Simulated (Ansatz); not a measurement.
hcp Ti (0 0 1) on wurtzite ZnO (0 0 1) (film strained to the substrate, faces as cut)

A periodic stack without vacuum, hcp Ti (0 0 1) on wurtzite ZnO (0 0 1) (film strained to the substrate, faces as cut): substrate slab Zn18O18, film Ti16, surface cells [[1, 2], [-2, -1]] and [[-2, -2], [2, 0]], film strained by -3.4 and -3.4 %, faces O/Zn and Ti/Ti as cut (like faces can put a slab off its formula).

The start was prepared with a machine-learned potential, and the result is one local minimum, with the in-plane cell held and forces under 0.04 eV/Å; the film can end far from its bulk form.

These are PBE (plane waves to 420 eV, PAW; Ansatz, a first-principles code) values and carry that method's errors. Spin–orbit coupling is left out; the runs are not spin-polarised; PBE gaps are too small against experiment. Its k-point mesh 5×5×1, Fermi–Dirac width 0.05 eV.

The interface area is 27.9 Å², the period is 26.27 Å and the gaps between the outermost planes at the two interfaces is 1.13 and 0.03 Å. The Ti–Zn contacts across the interfaces within 1.22 times the sum of covalent radii is 16, mean 2.89 Å and the O–Ti contacts across the interfaces within 1.22 times the sum of covalent radii is 10, mean 1.99 Å.

```
CELL_PARAMETERS angstrom
      5.68008    -0.00033     0.04413
     -2.84024     4.91900     0.04043
     -2.40172     2.37831    26.28927
ATOMIC_POSITIONS crystal
  Zn 0.38909 0.35482 0.07663
  Zn 0.94612 0.58485 0.07957
  Zn 0.81597 0.11441 0.08090
  Zn 0.72967 0.62747 0.17962
  Zn 0.39812 0.96479 0.17725
  Zn 0.06431 0.30298 0.17851
  O  0.39242 0.31169 0.15262
  O  0.06113 0.65174 0.15288
  O  0.72739 0.97028 0.15427
  O  0.89212 0.88222 0.03947
  O  0.40391 0.87594 0.98697
  O  0.90753 0.38215 0.98435
  Zn 0.40479 0.23789 0.27847
  Zn 0.07461 0.57255 0.28069
  Zn 0.73966 0.90691 0.27795
  Zn 0.74116 0.51329 0.37997
  Zn 0.42413 0.85629 0.37846
  Zn 0.08069 0.17243 0.38029
  O  0.41137 0.19576 0.35459
  O  0.07934 0.52552 0.35790
  O  0.74779 0.86123 0.35418
  O  0.73841 0.58418 0.25516
  O  0.40202 0.91842 0.25387
  O  0.07083 0.25607 0.25417
  Zn 0.42031 0.11391 0.48422
  Zn 0.09659 0.46990 0.46796
  Zn 0.75206 0.78135 0.48470
  Zn 0.81841 0.37929 0.57762
  Zn 0.37806 0.67164 0.59898
  Zn 0.08796 0.12252 0.57698
  O  0.42509 0.08293 0.56518
  O  0.13823 0.46360 0.54145
  O  0.77740 0.73401 0.56551
  O  0.74177 0.46554 0.45736
  O  0.44067 0.82138 0.45483
  O  0.08504 0.12138 0.45764
  Ti 0.48685 0.70680 0.70273
  Ti 0.43785 0.11293 0.64377
  Ti 0.85124 0.69505 0.64212
  Ti 0.98746 0.22178 0.67558
  Ti 0.63021 0.76546 0.79638
  Ti 0.60736 0.27720 0.74354
  Ti 0.08067 0.80326 0.74227
  Ti 0.13295 0.28926 0.78301
  Ti 0.37983 0.46470 0.88694
  Ti 0.35415 0.98254 0.83901
  Ti 0.87126 0.46848 0.84060
  Ti 0.87297 0.95891 0.88879
  Ti 0.61281 0.67846 0.98314
  Ti 0.61810 0.18242 0.93920
  Ti 0.12762 0.68251 0.93724
  Ti 0.11033 0.17512 0.98224
```
